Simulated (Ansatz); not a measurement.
The starting structures come from a database of crystals and need not be the phases stable at ambient conditions.

By PBEsol, the system below comes out a metal.

Input:

```
Ga
1.0
    4.47016     0.00000     0.00000
    2.04823     3.97330     0.00000
    0.00000     0.00000     4.48825
Ga
4
Direct
  0.00969   0.66555   0.25000
  0.99031   0.33445   0.75000
  0.66555   0.00969   0.75000
  0.33445   0.99031   0.25000
```

The cell is taken as given.

The current flows along the normal of the first two printed cell vectors. No spin-orbit coupling; the value is a mean over 0.1 eV about the Fermi level.

Task: Give the ballistic conductance per area that Ansatz (an electronic-structure program) with PBEsol yields.

Result: 0.40 × 10¹⁵ S/m² for both spins.
